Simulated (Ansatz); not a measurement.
Where the default PAW files enter, the runs use the earlier of Ansatz's two default sets.

Inside the gap of an insulator the Bloch states are evanescent, with a wavenumber k + iκ along the transport direction.

Input:

```
CELL_PARAMETERS angstrom
      6.80831     0.00000     0.00000
      3.40416     6.42018     0.00000
      3.40416    -0.60166     1.87103
ATOMIC_POSITIONS crystal
  La 0.57957 0.75376 0.75376
  La 0.42043 0.24624 0.24624
  O  0.97922 0.35411 0.35411
  O  0.02078 0.64589 0.64589
  O  0.00000 0.00000 0.00000
```

Space group of this cell: P-3m1. The cell is taken as given; by r2SCAN its mean pressure is 0.6 GPa.

Transport runs along the normal of the first two printed cell vectors, the (111) plane of the conventional cell.

The gap is the functional's own, uncorrected, and κ follows it; spin-orbit coupling is left out. Mid-gap values are interpolated between the computed energies.

Q: Estimate the band gap and the smallest decay constant κ at mid-gap that r2SCAN (Ansatz, an electronic-structure program) returns for this system.

A: Gap 4.24 eV on a 16×16×16 mesh; κ = 0.405 1/Å, at the zone centre.
